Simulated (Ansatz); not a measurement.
Abridged Ansatz (an electronic-structure program) output:

```
Relaxation: its limit of steps is 50 (relax.max_steps)
Pseudopotential: W, paw, valence charge 14
Pseudopotential: C, paw, valence charge 4
Crystal: 2 atoms, lattice volume = 20.786 Å³
Basis set: ecut = 420 eV, 405 PW (Γ), exchange–correlation on 40×40×40 points (8 copies of the dense FFT grid, shifted against one another)
Bands: 13, of which v1, the nominal top of the filled ones, is band 9 counted from 1 (8 counted from 0)
Symmetry: 1 space group operations
k-points: 5291 of 10580 (time reversal used)
Functional: x = pbesol(κ = 0.804, μ = 0.12345679012345678), c = pbesol(β = 0.046)
SCF iter   1: F=—  HF=-10503.711855 eV  |F-HF|=—  |Δ(HF+E_count)|=         —  Δρ=1.21e-2  dr2=2.57e-2  ethr=1.77e-3  ⟨swp⟩=5.2  Hψ=334826  notcnv=0
SCF iter   2: F=—  HF=-10503.710333 eV  |F-HF|=—  |Δ(HF+E_count)|=   1.52e-3  Δρ=7.70e-3  dr2=1.21e-2  ethr=1.43e-4  ⟨swp⟩=1.0  Hψ=111111  notcnv=0
SCF 1 converged in 8 iterations: F = -10503.708188 eV  dr2 = 1.04e-11
relax step   1: F+E_penalty+E_count = -10503.70818824 eV  Δ(F+E_penalty+E_count) = +0.000e0 eV  max|allowed force component| = 1.526e-1 eV/Å  Δτ_max = 0.0000 Å  (8 SCF iters, accepted)
Crystal: 2 atoms, lattice volume = 20.786 Å³
SCF iter   1: F=—  HF=-10503.709015 eV  |F-HF|=—  |Δ(HF+E_count)|=         —  Δρ=9.69e-4  dr2=1.60e-4  ethr=8.84e-7  ⟨swp⟩=1.0  Hψ=265290  notcnv=0
SCF iter   2: F=—  HF=-10503.708951 eV  |F-HF|=—  |Δ(HF+E_count)|=   6.33e-5  Δρ=2.95e-4  dr2=9.19e-6  ethr=8.84e-7  ⟨swp⟩=2.1  Hψ=87128  notcnv=0
SCF 2 converged in 6 iterations: F = -10503.708941 eV  dr2 = 6.84e-12
relax step   2: F+E_penalty+E_count = -10503.70894068 eV  Δ(F+E_penalty+E_count) = -7.524e-4 eV  max|allowed force component| = 2.961e-2 eV/Å  Δτ_max = 0.0039 Å  (6 SCF iters, accepted)
Crystal: 2 atoms, lattice volume = 20.786 Å³
SCF iter   1: F=—  HF=-10503.708984 eV  |F-HF|=—  |Δ(HF+E_count)|=         —  Δρ=2.44e-4  dr2=1.03e-5  ethr=5.49e-7  ⟨swp⟩=2.0  Hψ=178488  notcnv=0
SCF iter   2: F=—  HF=-10503.708973 eV  |F-HF|=—  |Δ(HF+E_count)|=   1.05e-5  Δρ=7.43e-5  dr2=5.85e-7  ethr=5.70e-8  ⟨swp⟩=1.5  Hψ=121047  notcnv=0
SCF 3 converged in 6 iterations: F = -10503.708972 eV  dr2 = 3.84e-13
relax step   3: F+E_penalty+E_count = -10503.70897235 eV  Δ(F+E_penalty+E_count) = -3.167e-5 eV  max|allowed force component| = 1.377e-3 eV/Å  Δτ_max = 0.0010 Å  (6 SCF iters, accepted)
SCF converged after 6 iterations
Free energy (F): -10503.708972 eV
Internal energy: -10503.698903 eV  (E = F + TS)
E sigma→0 (E₀):  -10503.703938 eV
Entropy (-TS):   -0.010070 eV (-5.035 meV/atom)
Fermi energy:    20.424855 eV
--- Forces (eV/Å), atoms counted from 1 ---
  atom   1  W      0.00004829    -0.00017737    -0.00137758
  atom   2  C     -0.00004818     0.00017701     0.00137725
--- Stress (GPa, compression-positive) ---
       -9.311558       2.157027       1.797037
        2.157027       2.866739      -7.155567
        1.797037      -7.155567      -5.190659
  P = ⅓ Tr σ = -3.8785 GPa (-38.785 kbar)
--- Relaxed structure (3 steps of the walk, 3 accepted, 0 SCFs on fresh bases) ---
  atoms:
    - { symbol: W, position: [0.0006038844581116637, 0.0019019153861531714, -0.00030964206461580056] }
    - { symbol: C, position: [0.6660627822418883, 0.3314314179138469, 0.5003096420646157] }
```

Problem. What was computed, and what are the main results?

Solution. WC, 2 atoms in the cell, with PBEsol in Ansatz (plane waves to 420 eV, PAW, no spin-orbit coupling). The last SCF converged to F = -10503.708972 eV, or -5251.8545 eV per atom, at a pressure of -3.88 GPa. The total energy compares only with runs of the same code, potentials and settings.

The cells carry an imposed strain or load. No phonon test of stability was made. All final runs are without spin polarisation. The cell was made from WC (space group P-6m2, No. 187) by this change: strain tensor (xx, yy, zz, yz, xz, xy) = (+1.59, −0.99, +0.45, +1.15, −0.31, −0.43) %.

Keys are those of Ansatz 0.2.
